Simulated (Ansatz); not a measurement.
Input and output of a self-consistent single point for Ge₂W (I4mm, 3 atoms in the cell) (Ansatz, a program for electronic structure).

Method of the run: PBEsol, default PAW files made with PBE (plane waves; Ansatz).

```yaml
crystal:
  lattice:
    - [-1.67060, 1.67060, 4.10924]
    - [1.67060, -1.67060, 4.10924]
    - [1.67060, 1.67060, -4.10924]
  atoms:
    - { symbol: Ge, position: [0.34367, 0.34367, 0.00000] }
    - { symbol: Ge, position: [0.66241, 0.66241, 0.00000] }
    - { symbol: W, position: [0.00000, 0.00000, 0.00000] }
```

Reference input (self-consistent single point, DFT, PBEsol, plane waves, default PAW files made with PBE): basis.ecutwfc = 420 eV; kpoints.mp_grid.grid = 14 14 14; hamiltonian.xc = pbesol; hamiltonian.pseudopotentials = {kind: paw} (the program's default PAW files); scf.occupations.method = gaussian; scf.occupations.width = 0.1 eV. This run's input differs from it in these lines:

Ansatz 0.2 input:
```diff
@@ -12,3 +12,3 @@
 kpoints:
-  mp_grid: { grid: [14, 14, 14] }
+  mp_grid: { grid: [23, 23, 23] }
 hamiltonian:
@@ -17,3 +17,3 @@
 scf:
-  occupations: { method: gaussian, width: 0.1 }
+  occupations: { method: fermi_dirac, width: 0.3 }
 output:
```

Output (repeated stretches shortened):

```
SCF iter   1: F=—  HF=-18763.746059 eV  |F-HF|=—  |Δ(HF+E_count)|=         —  Δρ=3.76e-3  dr2=3.18e-3  ethr=1.77e-3  ⟨swp⟩=5.0  Hψ=96958  notcnv=0
all-band conjugate gradients solve this SCF's bands
preconditioner: auto → Kerker (q_TF=auto, 2.688 Å⁻¹)
SCF iter   2: F=—  HF=-18763.746141 eV  |F-HF|=—  |Δ(HF+E_count)|=   8.17e-5  Δρ=2.13e-3  dr2=1.17e-3  ethr=7.56e-6  ⟨swp⟩=2.0  Hψ=48919  notcnv=0
SCF iter   3: F=—  HF=-18763.746124 eV  |F-HF|=—  |Δ(HF+E_count)|=   1.63e-5  Δρ=9.22e-4  dr2=2.95e-4  ethr=2.79e-6  ⟨swp⟩=1.0  Hψ=26208  notcnv=0
SCF iter   4: F=—  HF=-18763.746074 eV  |F-HF|=—  |Δ(HF+E_count)|=   4.99e-5  Δρ=1.57e-4  dr2=1.08e-5  ethr=7.03e-7  ⟨swp⟩=2.8  Hψ=40656  notcnv=0
SCF iter   5: F=—  HF=-18763.746055 eV  |F-HF|=—  |Δ(HF+E_count)|=   1.94e-5  Δρ=5.14e-5  dr2=6.52e-7  ethr=2.57e-8  ⟨swp⟩=2.3  Hψ=36478  notcnv=0
SCF iter   6: F=-18763.746055 eV  HF=-18763.746055 eV  |F-HF|=3.35e-10  |Δ(HF+E_count)|=   5.38e-8  Δρ=6.01e-6  dr2=1.04e-8  ethr=2.38e-10  ⟨swp⟩=5.4  Hψ=102859  notcnv=0
SCF 1 converged in 6 iterations: F = -18763.746055 eV  dr2 = 1.04e-8
Free energy (F): -18763.746055 eV
Internal energy: -18763.473244 eV  (E = F + TS)
E sigma→0 (E₀):  -18763.609649 eV
Entropy (-TS):   -0.272811 eV (-90.937 meV/atom)
Fermi energy:    17.347651 eV
--- Forces (eV/Å), atoms counted from 1 ---
  atom   1  Ge    -0.00000000    -0.00000000    -0.64883016
  atom   2  Ge    -0.00000000     0.00000000     0.43804749
  atom   3  W      0.00000000    -0.00000000     0.21078001
--- Stress (GPa, compression-positive) ---
       -4.266473       0.000000       0.000000
        0.000000      -4.266473       0.000000
        0.000000       0.000000       0.183753
  P = ⅓ Tr σ = -2.7831 GPa (-27.831 kbar)
  The stress holds the Pulay correction. Without it, at fixed plane waves, as pw.x and ABINIT print it: P = -2.8274 GPa
```

The run converged in 6 iterations. Against the reference run the free energy goes down by 41.3 meV/atom, the pressure goes from -3.85 to -2.78 GPa and the largest force goes from 0.588 to 0.649 eV/Å.

The starting cell comes from a database of computed structures (which also holds hypothetical and non-ambient phases and stackings), without a prior relaxation at this level. Its lattice was rescaled by up to half a per cent. One atom was moved a little off its site on purpose. Spin polarisation is off. Ansatz's pressure includes its estimate of the finite-basis (Pulay) stress.

Cost on one core of a shared machine: roughly 60 s.
